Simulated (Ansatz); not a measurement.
The (111)B surface of zinc-blende GaAs, As-terminated, 2x2 As vacancy (bottom of the slab: 3 H on 4 bottom sites)

Computed with r2SCAN, at the PBE geometry (plane waves to 500 eV, PAW; Ansatz, an electronic-structure program).

Set-up: 34 atoms, 12.4 Å thick at the start with caps and adatoms (thin: gaps and levels are the slab's own); mesh 3x3x1; 0.025 eV smearing; dipole correction on; single point; on the structure that PBE left under its start's symmetry; no spin, no spin-orbit, no U. It is one candidate, not shown to be the stable structure of the face.

```
Quantity                                                                        Result
-----------------------------------------------  -------------------------------------
gap of the slab on its k-mesh                                                  0.50 eV
highest filled level below the top vacuum level                                5.91 eV
cost                                             about 5 core-minutes (a rough figure)
```
